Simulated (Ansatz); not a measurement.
**AlAs (model structure, started from the PtS type, P4₂/mmc, No. 131, 4 atoms in the cell): properties by level of theory**

| level (code) | lattice parameter a (Å) | c axis length (Å) | formation enthalpy (eV/atom) |
|---|---|---|---|
| PBE (Ansatz) | … | … | 0.117 |
| PBEsol (Ansatz) | 3.762 | 6.619 | 0.157 |
| PBE-D3(BJ) (Ansatz) | … | 6.873 | … |

Problem. Complete the blanks.

Solution. 
- PBE (Ansatz, a first-principles code), lattice parameter a (Å): 3.843
- PBE (Ansatz), c axis length (Å): 6.602
- PBE-D3(BJ) (Ansatz), lattice parameter a (Å): 3.642
- PBE-D3(BJ) (Ansatz), formation enthalpy (eV/atom): 0.198

Ansatz's density-functional and Hartree–Fock values are scalar-relativistic unless marked +SOC, with PAW data made under PBE.

Static lattice: no zero-point or thermal effects.

A model structure was made by putting elements into a prototype or built by hand; it is no filed structure, need not be a known phase, and can be a saddle point held by its symmetry.
